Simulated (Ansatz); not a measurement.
Base system: TlBr in the CsCl type structure (space group Pm-3m, No. 221; a = 3.915 Å).

The values are results of Kohn–Sham DFT with the PBEsol functional, run in Ansatz (a program for electronic structure) with PAW and 420 eV plane waves, no spin-orbit coupling, not measurements.

Base values:

| Property | Result |
|---|---|
| Band gap | 1.59 eV |
| Electron mass | 0.14 mₑ along k, 0.20 mₑ across (at X) |

One thing is altered: the cell is scaled by 0.9800 in all directions, atoms relaxed at fixed cell.

Q: What does the calculation give for the band gap and electron mass after the change?

A: The band gap decreases by 0.19 eV (1.59 eV → 1.40 eV); the electron mass goes from 0.14 mₑ along k, 0.20 mₑ across (at X) to 0.12 mₑ along k, 0.19 mₑ across (at X).

Spin-orbit coupling, missing from the scalar runs, can matter with Tl. The cells carry an imposed strain or load. Masses are band curvatures over ±0.01 Å⁻¹ around the edge. Along k means along the line from Γ to the band edge. Whether these cells are dynamically stable was not tested.
